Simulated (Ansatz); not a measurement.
Method: PBE (plane waves to 420 eV, PAW; Ansatz, a first-principles code).

Electrostatic potential energy of an electron, averaged over planes parallel to the surface, in eV from the Fermi level, for C on the 1x1 (111) surface of fcc Al, one in a 2x1 cell, started at the site 'hollow Al-Al-Al over Al at depth 4.6 Å':

(z (Å), V (eV)): (5.30, 3.97); (5.59, 3.97); (5.89, 3.97); (6.18, 3.97); (6.48, 3.96); (6.77, 3.95); (7.07, 3.92); (7.36, 3.85); (7.66, 3.71); (7.95, 3.42); (8.24, 2.82); (8.54, 1.58); (8.83, -0.88); (9.13, -4.76); (9.42, -6.92); (9.72, -7.33); (10.01, -7.17); (10.31, -5.82); (10.60, -2.44); (10.89, -0.48); (11.19, -1.59); (11.48, -5.03); (11.78, -7.04); (12.07, -7.42); (12.37, -7.19); (12.66, -5.67); (12.96, -2.30); (13.25, -0.67); (13.54, -2.27); (13.84, -5.63); (14.13, -7.15); (14.43, -7.35); (14.72, -6.97); (15.02, -5.02); (15.31, -1.46); (15.61, 0.14); (15.90, -0.79); (16.19, -3.30); (16.49, -5.64); (16.78, -6.72); (17.08, -7.08); (17.37, -7.80); (17.67, -7.63); (17.96, -4.47); (18.26, 0.33); (18.55, 3.50); (18.84, 4.76); (19.14, 5.29); (19.43, 5.51); (19.73, 5.60); (20.02, 5.63); (20.32, 5.65); (20.61, 5.66); (20.91, 5.66); (21.20, 5.66); (21.49, 5.66); (21.79, 5.66); (22.08, 5.66)

Set-up: 9 atoms, 7.0 Å thick at the start under the adsorbate (thin: gaps and levels are the slab's own); mesh 6x12x1; 0.1 eV smearing; dipole correction on; 4 atoms held, the rest relaxed; start symmetry kept, larger cells not searched; spin-polarised, no spin-orbit, no U, no dispersion correction. The starting moment vanished. At the end it is bonded to 3 Al. In PBE this state lies 0.04 eV over the lowest of the starts that converged ('hollow Al-Al-Al over Al at depth 2.3 Å').

### Question
The surface cell has an area of 14.15 Å². What dipole along the normal does the step between the two vacuum levels imply?

### Answer
the top vacuum level lies 1.69 eV above the bottom one; p = −ε₀ A ΔV (ε₀ = 0.005526 e/(V·Å)) gives -0.13 e·Å a cell.
